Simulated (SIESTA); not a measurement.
# A self-consistent single point of ScCl (R-3m, 4 atoms in the cell) with SIESTA

Level of theory: LDA PW92, numerical atomic orbitals DZP, PseudoDojo LDA standard norm-conserving potentials (rewritten from UPF to PSML) (SIESTA).

Input as run:

```
# files in the folder: Sc.psml Cl.psml (PseudoDojo LDA standard)
SystemName  ScCl
SystemLabel sccl

NumberOfAtoms                4
NumberOfSpecies              2
%block ChemicalSpeciesLabel
  1 21 Sc
  2 17 Cl
%endblock ChemicalSpeciesLabel
LatticeConstant              1.0 Bohr
%block LatticeVectors
     3.302135776    1.906489885   18.730662991
    -3.302135776    1.906489885   18.730662991
     0.000000000   -3.812977880   18.730662991
%endblock LatticeVectors
AtomicCoordinatesFormat      Fractional
%block AtomicCoordinatesAndAtomicSpecies
     0.790810000    0.790810000    0.790810000  1
     0.209190000    0.209190000    0.209190000  1
     0.597537000    0.597537000    0.597537000  2
     0.402463000    0.402463000    0.402463000  2
%endblock AtomicCoordinatesAndAtomicSpecies

XC.functional                LDA
XC.authors                   PW92
PAO.BasisSize                DZP
PAO.EnergyShift              0.01 Ry
MeshCutoff                   350 Ry
%block kgrid.MonkhorstPack
    7   0   0  0.0
    0   7   0  0.0
    0   0   7  0.0
%endblock kgrid.MonkhorstPack
OccupationFunction           FD
ElectronicTemperature        1160.45 K
Spin                         polarized
%block DM.InitSpin
  1 +1.00
  2 +1.00
  3 +0.00
  4 +0.00
%endblock DM.InitSpin

MaxSCFIterations             150
SCF.Mixer.Method             Pulay
SCF.Mixer.Weight             0.1
SCF.Mixer.History            8
SCF.DM.Tolerance             1.0E-05
Diag.ParallelOverK           true
WriteForces                  true
Charge.Mulliken              end
```

Output, abridged:

```
reinit: Reading from file input.fdf

reinit: System Name: ScCl
reinit: System Label: sccl

NOTE on units for spin output:
{S} is the spin magnetic moment, in units of the Bohr magneton,
assuming a g-factor for the electron spin of exactly 2.
The spin magnetic moment is then numerically equal to the charge inbalance,
in units of electrons, between the spin-up and -down channels.

coor:   Atomic-coordinates input format  =     Fractional

siesta: Atomic coordinates (Bohr) and species
siesta:      0.00000   0.00000  44.43719  1        1
siesta:      0.00000   0.00000  11.75480  1        2
siesta:      0.00000   0.00000  33.57679  2        3
siesta:      0.00000   0.00000  22.61520  2        4

siesta: System type = bulk

initatomlists: Number of atoms, orbitals, and projectors:      4    64    72

siesta: ******************** Simulation parameters ****************************
redata: Spin configuration                          = collinear
redata: Time-Reversal Symmetry                      = T
redata: Number of Atomic Species                    =        2
redata: Mesh Cutoff                                 =   350.0000 Ry
redata: Net charge of the system                    =     0.0000 |e|
redata: Min. number of SCF Iter                     =        0
redata: Max. number of SCF Iter                     =      150
redata: SCF convergence failure will abort job
redata: SCF mix quantity                            = Hamiltonian
redata: Mix DM or H after convergence               =   F
redata: Recompute H after scf cycle                 =   F
redata: Mix DM in first SCF step                    =   T
redata: No kicks to SCF
redata: DM Mixing Weight for Kicks                  =     0.5000
redata: Require Harris convergence for SCF          =   F
redata: Harris energy tolerance for SCF             =     0.000100 eV
redata: Require DM convergence for SCF              =   T
   [... lines left out ...]
diag: Used triangular part                          = Lower
diag: Absolute tolerance                            =  0.100E-15
diag: Orthogonalization factor                      =  0.100E-05
diag: Memory factor                                 =  1.0000

superc: Internal auxiliary supercell:     7 x     7 x     7  =     343
superc: Number of atoms, orbitals, and projectors:   1372  21952  24696

                        Single-point calculation

superc: Internal auxiliary supercell:     7 x     7 x     7  =     343
superc: Number of atoms, orbitals, and projectors:   1372  21952  24696

outcell: Unit cell vectors (Ang):
        1.747415    1.008871    9.911840
       -1.747415    1.008871    9.911840
        0.000000   -2.017741    9.911840

outcell: Cell vector modules (Ang)   :   10.115130   10.115130   10.115130
outcell: Cell angles (23,13,12) (deg):     19.8958     19.8958     19.8958
outcell: Cell volume (Ang**3)        :    104.8424
new_DM -- step:     1
Initializing Density Matrix...

Attempting to read DM from file... Failed...
DM filled with atomic data (user-defined):

InitMesh: MESH = 120 x 120 x 120 = 1728000
InitMesh: Mesh cutoff (required, used) =   350.000   405.094 Ry

stepf: Fermi-Dirac step function
        iscf     Eharris(eV)        E_KS(eV)     FreeEng(eV)     dDmax    Ef(eV) dHmax(eV)
   scf:    1    -3522.881449    -3526.945397    -3527.040665  0.739133 -4.120678  3.200581
     spin moment: {S} , |S| = {        0.0        0.0    1.06402 }     1.06402
   scf:    2    -3527.708565    -3527.344317    -3527.444878  0.012891 -4.104255  2.901473
     spin moment: {S} , |S| = {        0.0        0.0    1.09481 }     1.09481
   scf:    3    -3528.273748    -3527.904556    -3528.021171  0.033940 -4.173632  1.604957
     spin moment: {S} , |S| = {        0.0        0.0    1.13461 }     1.13461
   scf:    4    -3528.010723    -3527.979183    -3528.105205  0.018740 -4.364348  0.204135
     spin moment: {S} , |S| = {        0.0        0.0    1.12552 }     1.12552
   scf:    5    -3527.975256    -3527.978458    -3528.108932  0.009886 -4.437336  0.267709
     spin moment: {S} , |S| = {        0.0        0.0    1.09001 }     1.09001
   scf:    6    -3527.982312    -3527.980504    -3528.110783  0.000920 -4.427771  0.181560
   [... lines left out ...]
   scf:   14    -3527.971714    -3527.971769    -3528.113325  0.000036 -4.426851  0.000525
     spin moment: {S} , |S| = {        0.0        0.0    0.96569 }     0.96569
   scf:   15    -3527.971630    -3527.971700    -3528.113325  0.000041 -4.426930  0.000449
     spin moment: {S} , |S| = {        0.0        0.0    0.96500 }     0.96500
   scf:   16    -3527.971815    -3527.971757    -3528.113325  0.000048 -4.426812  0.000228
     spin moment: {S} , |S| = {        0.0        0.0    0.96553 }     0.96553
   scf:   17    -3527.971707    -3527.971732    -3528.113325  0.000017 -4.426854  0.000188
     spin moment: {S} , |S| = {        0.0        0.0    0.96528 }     0.96528
   scf:   18    -3527.971640    -3527.971686    -3528.113325  0.000037 -4.426952  0.000147
     spin moment: {S} , |S| = {        0.0        0.0    0.96485 }     0.96485
   scf:   19    -3527.971661    -3527.971673    -3528.113325  0.000008 -4.426967  0.000135
     spin moment: {S} , |S| = {        0.0        0.0    0.96474 }     0.96474
SCF Convergence by DM+H criterion
max |DM_out - DM_in|         :     0.0000080132
max |H_out - H_in|      (eV) :     0.0001348573
SCF cycle converged after 19 iterations

Using DM_out to compute the final energy and forces

siesta: E_KS(eV) =            -3527.9717

siesta: E_KS - E_eggbox =     -3527.9717

siesta: Atomic forces (eV/Ang):
     1    0.000000   -0.000000   -0.371256
     2    0.000000    0.000000    0.371254
     3    0.000000   -0.000000   -0.569832
     4    0.000000    0.000000    0.569834
   Tot    0.000000    0.000000    0.000000
   Max    0.569834
   Res    0.277651    sqrt( Sum f_i^2 / 3N )
   Max    0.569834    constrained

Stress tensor Voigt[x,y,z,yz,xz,xy] (kbar):       53.42       53.42       50.16        0.00       -0.00       -0.00
(Free)E + p*V (eV/cell)    -3531.5381
Target enthalpy (eV/cell)    -3528.1133

siesta: Program's energy decomposition (eV):
siesta: Ebs     =      -821.675265
siesta: Eions   =      5610.293707
siesta: Ena     =      1210.919766
siesta: Ekin    =      1272.212783
siesta: Enl     =       237.010895
siesta: Eso     =         0.000000
siesta: Edftu   =         0.000000
siesta: DEna    =        40.323287
siesta: DUscf   =         0.723270
siesta: DUext   =         0.000000
siesta: Ex      =      -608.316243
siesta: Ec      =       -70.551725
siesta: Exc     =      -678.867968
siesta: Eharris =     -3527.971661
siesta: Etot    =     -3527.971673
siesta: FreeEng =     -3528.113325

siesta: Atomic forces (eV/Ang):
siesta:      1    0.000000   -0.000000   -0.371256
siesta:      2    0.000000    0.000000    0.371254
siesta:      3    0.000000   -0.000000   -0.569832
siesta:      4    0.000000    0.000000    0.569834
siesta: ----------------------------------------
siesta:    Tot    0.000000    0.000000    0.000000

siesta: Stress tensor (static) (eV/Ang**3):
siesta:     0.033345   -0.000000    0.000000
siesta:    -0.000000    0.033345    0.000000
siesta:    -0.000000    0.000000    0.031308

siesta: Cell volume =        104.842432 Ang**3

siesta: Pressure (static):
siesta:                Solid            Molecule  Units
   [... lines left out ...]
siesta:         -52.33690246         -2.79264164  kBar
   [... lines left out ...]

mulliken: Qtot =       18.482

mulliken: Spin DOWN

Species: Sc
Atom  Qatom  Qorb
               3s      4s      4s      3py     3pz     3px     4py     4pz
               4px     3dxy    3dyz    3dz2    3dxz    3dx2-y2 3dxy    3dyz
               3dz2    3dxz    3dx2-y2
   1  5.274   0.987   0.255   0.034   1.004   0.998   1.004   0.129   0.190
              0.129   0.104   0.144   0.089   0.144   0.104  -0.008  -0.009

             -0.006  -0.009  -0.008
   2  5.274   0.987   0.255   0.034   1.004   0.998   1.004   0.129   0.190
              0.129   0.104   0.144   0.089   0.144   0.104  -0.008  -0.009

             -0.006  -0.009  -0.008

Species: Cl
Atom  Qatom  Qorb
               3s      3s      3py     3pz     3px     3py     3pz     3px
               3Pdxy   3Pdyz   3Pdz2   3Pdxz   3Pdx2-y2
   3  3.485   0.832   0.064   0.792   0.921   0.792   0.049  -0.040   0.049
              0.004   0.006   0.006   0.006   0.004
   4  3.485   0.832   0.064   0.792   0.921   0.792   0.049  -0.040   0.049
              0.004   0.006   0.006   0.006   0.004

mulliken: Qtot =       17.518

Mulliken Atomic Populations:
Atom #   charge [q] valence [e]      Sz [e]  Species
     1    -0.027524   11.027524    0.479880  Sc
     2    -0.027525   11.027525    0.479880  Sc
     3     0.027524    6.972476    0.002489  Cl
     4     0.027524    6.972476    0.002489  Cl
 Total     0.000000                0.964737
```

The run converged in 19 iterations.

The starting cell comes from a database of computed structures (which also holds hypothetical and non-ambient phases and stackings), without a prior relaxation at this level. The magnetic order is the one reached from the typed start; others were not searched systematically. Values carry the incompleteness of an atom-centred basis. With a pressure of about -5 GPa the cell is away from its equilibrium volume at this level.

Cost on one core of a shared machine: roughly 3 min.
